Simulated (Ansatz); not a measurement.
# A computed series for HfO2: response to strain

The reference is HfO2 in the fluorite structure (space group Fm-3m, No. 225; a = 5.098 Å).

Strains are applied to the cell and any free atomic positions relax.

All numbers come from plane-wave PAW DFT at the PBE level (Ansatz, an electronic-structure program, 420 eV), no spin-orbit coupling.

```
isotropic strain (%)  pressure (GPa)
--------------------  --------------
-2.5                            21.9
-2                              16.9
-1.5                               ?
-1                               7.9
-0.5                             3.8
0                                0.0
0.5                             -3.6
1.5                            -10.0
2.5                            -15.6
```

Q: Fit P = P₀ − Bδ + Cδ² with δ = (1 + ε)³ − 1 to the rows shown and predict the withheld row.

A: Least squares on the printed values gives P₀ = 0.0 GPa, B = 251 GPa, C = 645 GPa (largest residual 0.1 GPa); this predicts 12.4 GPa, and the run gives 12.3 GPa, in agreement.

No phonon test of stability was made. This is not the structure that HfO2 has at room temperature and ambient pressure.
